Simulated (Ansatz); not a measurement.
A self-consistent single point of AgAu (R-3m, 2 atoms in the cell) with Ansatz (a quantum-chemistry and plane-wave program).

Method of the run: PBEsol, PAW files made with PBE (plane waves; Ansatz).

The change in words: lattice scaled by 0.98. Reference geometry:
```xyz
2
Lattice="1.4276 0.8242 4.6332 -1.4276 0.8242 4.6332 0.0000 -1.6484 4.6332" Properties=species:S:1:pos:R:3 pbc="T T T"
Ag     0.0000     0.0000     0.0000
Au     0.0000     0.0000     6.9498
```

Reference input (self-consistent single point, DFT, PBEsol, plane waves, PAW files made with PBE): basis.ecutwfc = 420 eV; kpoints.mp_grid.grid = 9 9 9; hamiltonian.xc = pbesol; hamiltonian.pseudopotentials = {kind: paw} (an earlier, softer set of the program's PAW files); scf.occupations.method = fermi_dirac; scf.occupations.width = 0.1 eV. This run's input differs from it in these lines:

Ansatz 0.2 input:
```diff
@@ -3,8 +3,8 @@
   lattice:
-    - [1.42756400, 0.82420400, 4.63318900]
-    - [-1.42756400, 0.82420400, 4.63318900]
-    - [0.00000000, -1.64840900, 4.63318900]
+    - [1.39901300, 0.80772000, 4.54052500]
+    - [-1.39901300, 0.80772000, 4.54052500]
+    - [0.00000000, -1.61544100, 4.54052500]
   atoms:
     - { symbol: Ag, position_ang: [0.00000000, 0.00000000, 0.00000000] }
-    - { symbol: Au, position_ang: [0.00000000, -0.00000050, 6.94978350] }
+    - { symbol: Au, position_ang: [0.00000000, -0.00000050, 6.81078750] }
 basis:
```

The program printed (abridged):

```
SCF iter   1: F=—  HF=-20534.576702 eV  |F-HF|=—  |Δ(HF+E_count)|=         —  Δρ=1.75e-1  dr2=1.79e1  ethr=3.10e-3  ⟨swp⟩=4.3  Hψ=7290  notcnv=0
all-band conjugate gradients solve this SCF's bands
preconditioner: auto → Kerker (q_TF=auto, 2.826 Å⁻¹)
SCF iter   2: F=—  HF=-20531.519779 eV  |F-HF|=—  |Δ(HF+E_count)|=    3.06e0  Δρ=4.54e-2  dr2=1.73e0  ethr=3.10e-3  ⟨swp⟩=3.0  Hψ=4585  notcnv=0
   [... lines left out ...]
SCF iter   6: F=—  HF=-20531.133685 eV  |F-HF|=—  |Δ(HF+E_count)|=   9.97e-4  Δρ=9.54e-4  dr2=4.67e-4  ethr=1.27e-5  ⟨swp⟩=2.6  Hψ=3080  notcnv=0
SCF iter   7: F=—  HF=-20531.133576 eV  |F-HF|=—  |Δ(HF+E_count)|=   1.09e-4  Δρ=1.42e-4  dr2=4.47e-6  ethr=1.23e-6  ⟨swp⟩=2.5  Hψ=2749  notcnv=0
SCF iter   8: F=—  HF=-20531.133560 eV  |F-HF|=—  |Δ(HF+E_count)|=   1.61e-5  Δρ=3.09e-5  dr2=4.41e-7  ethr=1.18e-8  ⟨swp⟩=2.4  Hψ=3313  notcnv=0
SCF iter   9: F=-20531.133560 eV  HF=-20531.133560 eV  |F-HF|=1.00e-8  |Δ(HF+E_count)|=   8.59e-8  Δρ=6.76e-6  dr2=1.69e-8  ethr=2.63e-10  ⟨swp⟩=5.7  Hψ=8466  notcnv=0
SCF 1 converged in 9 iterations: F = -20531.133560 eV  dr2 = 1.69e-8
Free energy (F): -20531.133560 eV
Internal energy: -20531.121269 eV  (E = F + TS)
E sigma→0 (E₀):  -20531.127414 eV
Entropy (-TS):   -0.012291 eV (-6.145 meV/atom)
Fermi energy:    21.460758 eV
--- Forces (eV/Å), atoms counted from 1 ---
  atom   1  Ag    -0.00000000    -0.00000000    -0.00000000
  atom   2  Au    -0.00000000     0.00000000     0.00000000
--- Stress (GPa, compression-positive) ---
       15.753312       0.000000       0.000000
        0.000000      15.753312      -0.000000
        0.000000      -0.000000      18.187115
  P = ⅓ Tr σ = 16.5646 GPa (165.646 kbar)
  The stress holds the Pulay correction. Without it, at fixed plane waves, as pw.x and ABINIT print it: P = 16.4798 GPa
```

The run converged in 9 iterations. Against the reference run the free energy rises by 60.3 meV/atom and the pressure goes from 4.31 to 16.56 GPa.

The starting cell comes from a database of computed structures (which also holds hypothetical and non-ambient phases and stackings), without a prior relaxation at this level. Its lattice was rescaled by a random factor within 2.5 % of one. For this run, on top of that: lattice scaled by 0.98. With a pressure of about 17 GPa the cell is away from its equilibrium volume at this level. Ansatz's pressure includes its estimate of the finite-basis (Pulay) stress.
